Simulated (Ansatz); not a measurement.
The starting structures come from a database of crystals and need not be the phases stable at ambient conditions.

Where the default PAW files enter, the runs use the earlier of Ansatz's two default sets.

By PBEsol, the system below comes out a metal.

A figure of merit of an interconnect metal is its ballistic conductance per area.

Given:

```yaml
crystal:
  lattice:
    - [2.72514, 0.00000, 0.00000]
    - [-1.36257, 2.36004, 0.00000]
    - [1.36257, 0.78668, 2.29182]
  atoms:
    - { symbol: Ir, position: [0.00000, 0.00000, 0.00000] }
```

Space group of this cell: R-3m. The cell is strained (lengths along the current scaled by 1.03, ions clamped); by PBEsol its mean pressure is -16.0 GPa.

The current flows along the normal of the first two printed cell vectors, the (111) (indices of the unstrained crystal) plane of the conventional cell. No spin-orbit coupling; the value is a mean over 0.1 eV about the Fermi level.

Task: Predict the ballistic conductance per area from PBEsol (Ansatz, a first-principles code).

Result: 1.9 × 10¹⁵ S/m² for both spins.
